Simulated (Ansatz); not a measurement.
Stackings of BAs-ML on BAs-ML

Shifts are of the upper layer in fractions of its own cell; each row is held in its registry by symmetry or ends near it. The vacuum step is the top level less the bottom one. Sheets (BAs-ML a predicted or substrate-bound sheet, here free).

Values marked by level come from PBE+D3(BJ) (plane waves to 420 eV, PAW; Ansatz, a quantum-chemistry and plane-wave program); r2SCAN (plane waves to 500 eV, PAW; Ansatz). Geometries and values that name no level are of the first. Spin–orbit coupling is left out; PBE gaps are too small against experiment. A dipole correction is on.

```tsv
registry and contact	space group	spacing (Å)	energy over the lowest (meV/Å²)	vacuum step (eV)	PBE gap (eV)
antiparallel, no shift; facing As atop B and B atop As	P-3m1	4.01	6.0	0.00	1.05
antiparallel, shifted by (1/3,2/3); facing As atop As	P-3m1	…	4.1	0.00	0.19
antiparallel, shifted by (2/3,1/3); facing B atop B	P-3m1	3.63	0.0	0.00	0.28
parallel, no shift; facing As atop As and B atop B	P-6m2	4.15	7.5	0.00	0.14
parallel, shifted by (1/3,2/3); facing B atop As	P3m1	3.58	0.4	+0.11	0.65
```

### Question
What belongs in the gaps?

### Answer

- antiparallel, shifted by (1/3,2/3); facing As atop As, spacing (Å): 3.83
